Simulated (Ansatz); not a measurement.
SiCl3 on the (111) surface of germanium (2x2 Ge adatom at T4; a constructed slab, bottom: 4 H on 4 bottom sites), one in a cell of 57 Å², energies for each. Energies are against SiCl4(g) − ½ Cl2(g), without zero-point or thermal terms; each row is named by its start (#2, #3: further inequivalent places of a kind).

The numbers are results of PBE (plane waves to 420 eV, PAW; Ansatz, a quantum-chemistry and plane-wave program), not measurements.

Set-up: 41 atoms, 13.7 Å thick at the start with caps and adatoms under the adsorbate (thin: gaps and levels are the slab's own); mesh 3x3x1; 0.01 eV smearing; dipole correction on; 20 atoms held, the rest relaxed; each run with such symmetry as its start has; spin-polarised, no spin-orbit, no U, no dispersion correction.

A negative adsorption energy means that the adsorbate is more stable on the surface than in its reference. Starts that drift may end in the same place. Heights count from the host atoms within 0.3 Å of the top one. Moments of ungapped slabs depend on the mesh.

| starting site | E_ads (eV) | height (Å) | nearest host atom (Å) | bonded to | Δ work function (eV) | lateral drift (Å) | moment (μB) |
|---|---|---|---|---|---|---|---|
| top Ge | 1.66 | 2.44 | Ge 2.44 | Ge | 1.14 | 0.0 | 0.5 |
| top Ge #2 | 1.10 | 0.88 | Ge 2.42 | Ge | 0.42 | 0.0 | 0.8 |
| over Ge at depth 1.5 Å (the adsorbate broke or entered a bond of the host) | 1.15 | 0.51 | Ge 2.41 | Ge | 0.51 | 0.1 | 0.9 |
| bridge Ge-Ge (span 4.7 Å) | 1.12 | 0.90 | Ge 2.42 | Ge | 0.37 | 2.3 | 0.0 |
